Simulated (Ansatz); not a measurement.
Start from SiO₂ in the rutile structure (space group P4_2/mnm, No. 136; a = 4.1549 Å, c = 2.6615 Å). Axes: x, y, z lie along a, b, c of the conventional cell.

All numbers come from Ansatz (a quantum-chemistry and plane-wave program) LDA, no spin-orbit coupling.

Now apply this change: every lattice vector is shortened by 1.20 %; the atoms relax in the strained cell.

Q: Predict the stress tensor and what it implies for the stiffness.

A: Stress of the strained cell less that of the base (GPa, compression positive):
```
  11.45    0.00    0.00
   0.00   11.45    0.00
   0.00    0.00   14.57
```

Then B = −ΔP/(ΔV/V₀) with ΔV/V₀ = -0.0356 gives secant stiffness values (nonlinear terms included at this strain): B (at held cell shape, above the free-shape value) ≈ 351 GPa.

As a check, the harmonic strain energy −½ V₀ Δσ:ε is 11 meV/atom; the computed energy rise is 10 meV/atom.

No phonon test of stability was made.
